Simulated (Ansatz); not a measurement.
The structure below was relaxed with Kohn–Sham DFT with the PBE functional, run in Ansatz (an electronic-structure program) with PAW and 420 eV plane waves, spin-orbit coupling left out, at pressure 7.5 GPa.

Space group Fm-3m (No. 225); a = 4.7318 Å, b = 4.7318 Å, c = 4.7318 Å, α = 90.00°, β = 90.00°, γ = 90.00°

```tsv
atom	site	symmetry	x	y	z
Ca	4a	m-3m	0.0000	0.0000	0.0000
O	4b	m-3m	0.5000	0.5000	0.5000
```

Task: Write out a cell with all atoms.

Result: 
```
CaO
1.0
    4.73184     0.00000     0.00000
    0.00000     4.73184     0.00000
    0.00000     0.00000     4.73184
Ca O
4 4
Direct
  0.00000   0.00000   0.00000
  0.00000   0.50000   0.50000
  0.50000   0.00000   0.50000
  0.50000   0.50000   0.00000
  0.50000   0.00000   0.00000
  0.50000   0.50000   0.50000
  0.00000   0.00000   0.50000
  0.00000   0.50000   0.00000
```
This is the conventional cell.

Load acts through the strain it causes; cell and atoms are relaxed under it. No phonon test of stability was made. No other phases were tried under pressure. The cell was made from CaO in the rock salt structure (space group Fm-3m, No. 225) by this change: pressure 7.5 GPa.
